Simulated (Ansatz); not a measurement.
A computed series for BaZrO3: response to strain

Take BaZrO3 in the cubic perovskite structure (space group Pm-3m, No. 221) as the base.

```xyz
5
Lattice="4.2272 0.0000 0.0000 0.0000 4.2272 0.0000 0.0000 0.0000 4.2272" Properties=species:S:1:pos:R:3 pbc="T T T"
Ba     0.0000     0.0000     0.0000
Zr     2.1136     2.1136     2.1136
O      2.1136     0.0000     2.1136
O      0.0000     2.1136     2.1136
O      2.1136     2.1136     0.0000
```

Strains are applied to the cell and any free atomic positions relax.

Computed with PBE (Ansatz, a quantum-chemistry and plane-wave program, PAW, no SOC).

```json
[
 {"isotropic strain (%)": "-3", "pressure (GPa)": "16.7"},
 {"isotropic strain (%)": "-2.4", "pressure (GPa)": "?"},
 {"isotropic strain (%)": "-1.8", "pressure (GPa)": "9.2"},
 {"isotropic strain (%)": "-1.2", "pressure (GPa)": "5.9"},
 {"isotropic strain (%)": "-0.6", "pressure (GPa)": "2.8"},
 {"isotropic strain (%)": "0", "pressure (GPa)": "0.0"}
]
```

Q: Fit P = P₀ − Bδ + Cδ² with δ = (1 + ε)³ − 1 to the rows shown and predict the withheld row.

A: Least squares on the printed values gives P₀ = 0.0 GPa, B = 147 GPa, C = 504 GPa (largest residual 0.0 GPa); this predicts 12.8 GPa, and the run gives 12.8 GPa, in agreement.

Whether these cells are dynamically stable was not tested.
